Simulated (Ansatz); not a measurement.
Where the default PAW files enter, the runs use the earlier of Ansatz's two default sets.

Crystal: CaO (Fm-3m, rock salt, 2 atoms a cell, 13.9 Å³ an atom); planes in its conventional cell.

These are r2SCAN (plane waves, PAW; Ansatz, a first-principles code) values and carry that method's errors.

The gap is the functional's own, uncorrected, and κ follows it; spin-orbit coupling is left out. Mid-gap values are interpolated between the computed energies.

```
plane  area of the cell (Å²)  mid-gap κ (1/Å)  largest κ in the gap (1/Å)
-----  ---------------------  ---------------  --------------------------
(111)                   10.0             0.39                        0.39
(001)                   11.6                ?                           ?
(110)                   16.3                ?                           ?
```

**Question.** The slowest decay depends on the direction. Supply the withheld values.

**Answer.** 
- (001), mid-gap κ (1/Å): 0.32
- (001), largest κ in the gap (1/Å): 0.33
- (110), mid-gap κ (1/Å): 0.36
- (110), largest κ in the gap (1/Å): 0.37
